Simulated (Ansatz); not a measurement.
We consider TiNb (Cmmm, No. 65, 2 atoms in the cell; start mp-1216634), described by r²SCAN (Ansatz, a quantum-chemistry and plane-wave program, PAW).

Run with plane-wave cutoff 560 eV, 20×20×12 k mesh (along the axes of the cell as run), Fermi–Dirac smearing 0.05 eV, no spin polarisation, scalar-relativistic PAW data made under PBE.

Cell (relaxed at this level):

```
NbTi
1.0
    1.63363    -2.30334     0.00000
    1.63363     2.30334     0.00000
    0.00000     0.00000     4.65185
Ti Nb
1 1
Cartesian
  1.63363   0.00000   2.32593
  0.00000   0.00000   0.00000
```

Q: What does this level give for the bulk modulus B0?

A: 
- bulk modulus B0: 142 GPa

Note: the run has no spin polarisation, so it can have missed a magnetic state; the bulk modulus is −V dP/dV from two relaxed cells at ±2 % in volume; the relaxation could not lower the start's symmetry, so the cell can be a saddle point above a distorted one.

Static lattice: no zero-point or thermal effects.

A start named mp-… is a Materials Project structure, which need not be a measured phase.
